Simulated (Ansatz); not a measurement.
### Question
Name crystals whose Seebeck coefficient, p-type 1e19 cm⁻³ lies between 570 and 890 μV/K and whose band gap lies between 5.6 and 8.7 eV, by r2SCAN, rigid bands run with Ansatz (a quantum-chemistry and plane-wave program).

### Answer
Many crystals can fit; among those computed here:
- SiO$_{2}$ (P3_121): 617 μV/K, 6.49 eV
- NaF (Fm-3m): 626 μV/K, 7.15 eV
- KF (Fm-3m): 714 μV/K, 6.95 eV

Seebeck coefficients are for the stated density at 300 K, with one relaxation time for all states and whether or not that doping can be reached. Spin-orbit coupling is left out.
